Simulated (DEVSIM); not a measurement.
Device: Ru/SiO2/n-Ge capacitor, at 300 K.

Layer 1 from the left is SiO2, thickness (nm) 5.00. Layer 2 from the left is Ge, thickness (nm) 3500, Nd (cm⁻³) 2.9e16.

Metal gate on the left, work function 4.7 eV. Fixed charge at the semiconductor interface 2.1e11 cm⁻² (in units of +e); no interface traps.

The device is made up for the run: typed textbook-type constants, with dimensions and the other settings drawn at random. Values at 300 K.

SiO2: gap (eV) 9, affinity (eV) 0.9, permittivity 3.9. Ge: gap (eV) 0.664, affinity (eV) 4, permittivity 16, Nc (cm⁻³) 1.04e19, Nv (cm⁻³) 6e18.

**Question.** Estimate by hand the flat-band voltage, the threshold voltage, and compare with a numerical solution.

**Answer.** 
- Flat-band voltage: C = 0.691 μF/cm², work-function difference 0.548 V; VFB = φms − qNf/C = 0.50 V; numerical 0.50 V.
- Threshold voltage: φF = 0.187 V, depletion charge √(4εqNφF) = 7.02e-8 C/cm²; VT = VFB − 2φF − Qd/C = 0.02 V; numerical 0.02 V.

Simulated with DEVSIM: 1D Poisson equation in equilibrium, Boltzmann statistics, complete ionisation; no quantum confinement or tunnelling. Metal contacts follow the ideal Schottky-Mott rule: no Fermi-level pinning, no interface dipoles.
